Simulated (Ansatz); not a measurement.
## SrSnS₃ in the cubic perovskite structure (space group Pm-3m, No. 221; a hypothetical phase, not in the database extracts checked)

SrSnS3 has the cubic space group Pm-3m (No. 221), the cubic perovskite structure, Pearson symbol cP5. Conventional cell: a = 5.0454 Å, b = 5.0454 Å, c = 5.0454 Å, α = 90.00°, β = 90.00°, γ = 90.00°. Sr on 1a is coordinated by 12 S at 3.568 Å (cuboctahedral). Sn on 1b is surrounded by 6 S at 2.523 Å (octahedral). S on 3c has 2 Sn at 2.523 Å and 4 Sr at 3.568 Å (octahedral). (Neighbours: up to the widest gap in distance over summed covalent radii, below 1.35, at either atom; cation-cation and far metal-metal contacts left out.)

The values are results of PBE, PAW, 420 eV (Ansatz, a first-principles code; spin-orbit coupling left out), not measurements. Settings: 9×9×9 k-points, 0.05 eV Fermi–Dirac smearing.

* **Volume per atom**: 25.69 Å³
* **Density**: 3.91 g/cm³
* **Band gap**: zero
* **Total energy**: -2455.728 eV/atom (σ→0; compares only within this code and set-up)

No phonon test of stability was made. The final runs are not spin-polarised. Many cubic perovskites are stable only at high temperature; tilts and polar distortions were not tested.
